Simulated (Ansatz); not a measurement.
The parent structure is MoSi$_{2}$ (space group I4/mmm, No. 139; a = 3.190 Å, c = 7.821 Å).

Level of theory: PBEsol (Ansatz, a quantum-chemistry and plane-wave program), no spin-orbit coupling.

One change was made to it. Results:

| quantity | base | after |
|---|---|---|
| c/a ratio | 2.451 | 2.455 |
| shortest interatomic distance | 2.579 Å | 2.568 Å |

Which change produced these results?
A. pressure 5 GPa
B. pressure 0.7 GPa
C. pressure 0.3 GPa

A, pressure 5 GPa. For comparison, the shortest interatomic distance in the other runs: pressure 0.3 GPa gives 2.579 Å; pressure 0.7 GPa gives 2.578 Å.

Load acts through the strain it causes; cell and atoms are relaxed under it. No phonon test of stability was made. No other phases were tried under pressure. The final runs are not spin-polarised.
